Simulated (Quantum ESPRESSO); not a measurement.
Troubleshooting Quantum ESPRESSO: a failed run on Ti₃O (P-31c, 16 atoms in the cell). The aim is a self-consistent single point with DFT, PBEsol, plane waves, PseudoDojo standard norm-conserving (PBESOL) pseudopotentials.

Cell that was meant: a = 5.1500 Å, b = 5.1500 Å, c = 9.5600 Å, α = 90.00°, β = 90.00°, γ = 120.00°.

Part of the input:

```fortran
&CONTROL
    calculation = 'sfc',
    outdir = './work',
    pseudo_dir = './',
    tprnfor = .true.,
```

Output, abridged:

```
     This program is part of the open-source Quantum ESPRESSO suite
     for quantum simulation of materials; please cite

 %%%%%%%%%%%%%%%%%%%%%%%%%%%%%%%%%%%%%%%%%%%%%%%%%%%%%%%%%%%%%%%%%%%%%%%%%%%%%%
     Error in routine  control_checkin (1):
      calculation "sfc" not allowed
 %%%%%%%%%%%%%%%%%%%%%%%%%%%%%%%%%%%%%%%%%%%%%%%%%%%%%%%%%%%%%%%%%%%%%%%%%%%%%%

     stopping ...
```

Problem. Read the log: what does the program object to, and what is the fix?

Solution. The fault is a value that the program does not know. The key takes a closed list of words, and names differ between codes. To fix it, use one of the words that the key accepts. The program stopped before any SCF iteration.

The sound input it was made from differs as follows (other fixes are possible):
```diff
-    calculation = 'sfc',
+    calculation = 'scf',
```

With that input, the run converged in 14 iterations: free energy E − TS -21172.8735 eV; Fermi level (on the code's own zero) 14.11 eV; pressure -7.20 GPa; largest force (vector length) 0.491 eV/Å (DFT, PBEsol, plane waves, PseudoDojo standard norm-conserving (PBESOL) pseudopotentials).

On the sound input: the starting cell comes from a database of published, mostly measured structures (it also holds non-ambient and calculated ones), without a prior relaxation at this level. Spin polarisation is off, so a magnetic state, if there is one, cannot be reached. With a pressure of about -7 GPa the cell is away from its equilibrium volume at this level.
